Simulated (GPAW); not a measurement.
Band structure of Br (Cmce, 4 atoms in the cell).

```
Br
1.0
    2.24022    -3.33533     0.00000
    2.24022     3.33533     0.00000
    0.00000     0.00000     8.72087
Br
4
Cartesian
  3.85767   0.00000   7.75286
  2.86301   0.00000   3.39242
  1.61744   0.00000   5.32845
  0.62278   0.00000   0.96802
```

Method of the run: PBE, GPAW PAW datasets PBE (gpaw-data 1.0.1) (plane waves; GPAW).

Settings: mode = pw; ecut = 600 eV; xc = PBE; kpts = 5 5 2; mesh shift (steps) = 0 0 0; occupations.name = fermi-dirac; occupations.width = 0.01 eV; nbands = -6; convergence.density = 1e-05 e/electron; convergence.energy = 1e-05 eV/electron; convergence.bands = -4; symmetry.symmorphic = false; symmetry.tolerance = 0.0005; maxiter = 120.

The starting cell has typed, rounded lattice constants, without a prior relaxation at this level. Its lattice was rescaled by a random factor within 2.5 % of one.

Q: Predict the gap along the standard path and the places of the band edges.

A: The gap along the path is 1.72 eV, from R to a point between Γ and X; the smallest direct gap on it is 1.79 eV. Another conduction valley lies within 0.1 eV, so the order of the valleys is not sure.

Levels in eV from the top of the valence band on the SCF mesh, bands 11 to 18:
| point | 11 | 12 | 13 | 14 | 15 | 16 | 17 | 18 |
|---|---|---|---|---|---|---|---|---|
| Γ | -0.99 | -0.41 | -0.02 | 0.00 | 1.79 | 2.63 | 6.12 | 6.75 |
| X | -1.24 | -0.87 | -0.40 | -0.06 | 2.06 | 2.35 | 8.00 | 8.41 |
| S | -0.92 | -0.92 | -0.26 | -0.26 | 2.54 | 2.54 | 7.14 | 7.14 |
| R | -0.57 | -0.57 | 0.04 | 0.04 | 2.18 | 2.18 | 7.49 | 7.49 |
| A | -0.59 | -0.59 | -0.48 | -0.48 | 2.18 | 2.18 | 8.61 | 8.61 |
| Z | -0.90 | -0.90 | -0.01 | -0.01 | 2.06 | 2.06 | 6.78 | 6.78 |
| Y | -1.48 | -1.20 | -0.48 | -0.07 | 1.81 | 2.30 | 7.21 | 7.63 |
| X1 | -1.24 | -0.87 | -0.40 | -0.06 | 2.06 | 2.35 | 8.00 | 8.41 |
| A1 | -0.59 | -0.59 | -0.48 | -0.48 | 2.18 | 2.18 | 8.61 | 8.61 |
| T | -1.01 | -1.01 | -0.71 | -0.71 | 1.95 | 1.95 | 8.03 | 8.03 |
